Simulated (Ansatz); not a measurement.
Input and output of a self-consistent single point for Sn2Ir (I4mm, 3 atoms in the cell) (Ansatz, a program for electronic structure).

Computed with LDA (PW92), harder PAW files (source: ansatz) made with PBE (plane waves; Ansatz).

```
CELL_PARAMETERS angstrom
      0.00000     3.19308     3.19308
      3.19308     0.00000     3.19308
      3.19308     3.19308     0.00000
ATOMIC_POSITIONS crystal
  Sn 0.75000 0.75000 0.75000
  Sn 0.25000 0.25000 0.25000
  Ir 0.00783 0.00783 0.99217
```

Reference input (self-consistent single point, DFT, LDA (PW92), plane waves, default PAW files made with PBE): basis.ecutwfc = 420 eV; kpoints.mp_grid.grid = 9 9 9; hamiltonian.xc = lda; hamiltonian.pseudopotentials = {kind: paw} (the program's default PAW files); scf.occupations.method = gaussian; scf.occupations.width = 0.1 eV. This run's input differs from it in these lines:

Ansatz 0.2 input:
```diff
@@ -11,3 +11,3 @@
 basis:
-  ecutwfc: 420.0
+  ecutwfc: 290.0
 kpoints:
@@ -16,3 +16,3 @@
   xc: lda
-  pseudopotentials: { kind: paw }
+  pseudopotentials: { kind: paw, source: ansatz }
 scf:
```

Output (repeated stretches shortened):

```
SCF iter   1: F=—  HF=-40303.358627 eV  |F-HF|=—  |Δ(HF+E_count)|=         —  Δρ=2.39e-1  dr2=1.30e1  ethr=3.10e-3  ⟨swp⟩=14.7  Hψ=28826  notcnv=0  defer=27
all-band conjugate gradients solve this SCF's bands
preconditioner: auto → LDOS
SCF iter   2: F=—  HF=-40299.363726 eV  |F-HF|=—  |Δ(HF+E_count)|=    3.99e0  Δρ=1.29e-1  dr2=5.27e0  ethr=3.10e-3  ⟨swp⟩=3.0  Hψ=8917  notcnv=0  defer=137
   [... lines left out ...]
SCF iter   5: F=—  HF=-40296.664420 eV  |F-HF|=—  |Δ(HF+E_count)|=   3.28e-5  Δρ=3.67e-4  dr2=1.25e-4  ethr=5.70e-7  ⟨swp⟩=2.0  Hψ=4630  notcnv=0  defer=134
SCF iter   6: F=—  HF=-40296.664402 eV  |F-HF|=—  |Δ(HF+E_count)|=   1.77e-5  Δρ=5.18e-5  dr2=7.70e-7  ethr=1.67e-7  ⟨swp⟩=2.6  Hψ=5727  notcnv=0  defer=134
SCF iter   7: F=—  HF=-40296.664423 eV  |F-HF|=—  |Δ(HF+E_count)|=   2.07e-5  Δρ=6.50e-6  dr2=1.55e-8  ethr=1.33e-10  ⟨swp⟩=9.0  Hψ=13436  notcnv=0
SCF iter   8: F=-40296.664423 eV  HF=-40296.664423 eV  |F-HF|=7.42e-10  |Δ(HF+E_count)|=   7.44e-9  Δρ=1.80e-6  dr2=1.18e-9  ethr=2.06e-11  ⟨swp⟩=1.1  Hψ=9575  notcnv=0
SCF 1 converged in 8 iterations: F = -40296.664423 eV  dr2 = 1.18e-9
Free energy (F): -40296.664423 eV
Internal energy: -40296.659039 eV  (E = F + TS)
E sigma→0 (E₀):  -40296.661731 eV
Entropy (-TS):   -0.005384 eV (-1.795 meV/atom)
Fermi energy:    16.745994 eV
--- Forces (eV/Å), atoms counted from 1 ---
  atom   1  Sn    -0.00000000     0.00000000     1.31794351
  atom   2  Sn     0.00000000    -0.00000000     1.31794351
  atom   3  Ir     0.00000000    -0.00000000    -2.63586829
--- Stress (GPa, compression-positive) ---
        1.325397       0.000000       0.000000
        0.000000       1.325397       0.000000
        0.000000       0.000000       0.121673
  P = ⅓ Tr σ = 0.9242 GPa (9.242 kbar)
  The stress holds the Pulay correction. Without it, at fixed plane waves, as pw.x and ABINIT print it: P = -1542.1132 GPa
```

The run converged in 8 iterations. Against the reference run the pressure goes from -4.76 to 0.92 GPa and the largest force goes from 0.348 to 2.636 eV/Å.

The starting cell comes from a database of computed structures (which also holds hypothetical and non-ambient phases and stackings), without a prior relaxation at this level. Its lattice was rescaled by up to half a per cent. One atom was moved a little off its site on purpose. Spin-orbit coupling is off. Spin polarisation is off. Forces in this geometry exceed 1 eV/Å. Ansatz's pressure includes its estimate of the finite-basis (Pulay) stress. Without the estimate this run gives -1542.11 GPa. The cutoff lies below the one recommended for these files.
